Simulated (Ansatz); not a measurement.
The starting structures come from a database of crystals and need not be the phases stable at ambient conditions.

 Where the default PAW files enter, the runs use the earlier of Ansatz's two default sets.

Tunnelling through a barrier is set by its complex band structure: the current falls as exp(−2κd) with the smallest κ.

```
K2Te
1.0
    5.78582     0.00000     0.00000
   -2.89291     5.01066     0.00000
    2.89291     1.67022     4.72410
K Te
2 1
Direct
  0.50000   0.25000   0.25000
  0.50000   0.75000   0.75000
  0.00000   0.00000   0.00000
```

Space group of this cell: Fm-3m, anti-fluorite. The cell is taken as given.

Transport runs along the normal of the first two printed cell vectors, the (111) plane of the conventional cell.

The gap is the functional's own, uncorrected, and κ follows it; spin-orbit coupling is left out. Mid-gap values are interpolated between the computed energies.

Task: State the band gap and the smallest decay constant κ at mid-gap according to PBEsol (Ansatz, a quantum-chemistry and plane-wave program).

Result: Gap 2.09 eV on a 8×8×8 mesh; κ = 0.223 1/Å, at the zone centre.
